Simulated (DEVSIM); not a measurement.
System: abrupt Si n-p junction, at 350 K.

Layer 1 from the left is Si, thickness (μm) 35.0, Nd (cm⁻³) 1.1e16, τn (s) 2.1e-5, τp (s) 2.1e-5. Layer 2 from the left is Si, thickness (μm) 3.70, Na (cm⁻³) 7e15, τn (s) 2.1e-5, τp (s) 2.1e-5.

Left contact: ohmic. Right contact: ohmic. Voltage is applied to the left contact. Recombination: SRH at mid-gap, Auger. Gap narrowing is on: ΔEg = 6.92 meV × (l + √(l² + 0.5)), l = ln(N/1.3e17 cm⁻³), shared equally by both band edges. Mobility is μmin + (μ − μmin)/(1 + (N/Nref)^α).

This is a model device: material constants are rounded textbook-type values typed into the input, and sizes, dopings and lifetimes were drawn at random. Values at 300 K; Nc and Nv go as T^1.5, mobilities as T to minus their exponent, the gap by Varshni's rule with the affinity fixed.

Si: gap (eV) 1.124, affinity (eV) 4.05, permittivity 11.7, Nc (cm⁻³) 2.86e19, Nv (cm⁻³) 3.1e19, μn (cm²/Vs) 1417, μp (cm²/Vs) 470, μn,min 52, μp,min 45, Nref,n 9.7e16, Nref,p 2.2e17, αn 0.68, αp 0.72, T exponent of μn 2.3, T exponent of μp 2.2, Cn (cm⁶/s) 2.8e-31, Cp (cm⁶/s) 9.9e-32, Varshni α (eV/K) 0.000473, Varshni β (K) 636.

DEVSIM, 1D drift-diffusion, Boltzmann statistics, complete ionisation; no tunnelling, impact ionisation, image-force lowering or self-heating.

Task: What does the simulation give for the potential step across the device at zero bias, the dark forward voltage at 100 A/cm²?

Result: potential step across the device at zero bias 0.606 V; dark forward voltage at 100 A/cm² 0.778 V.
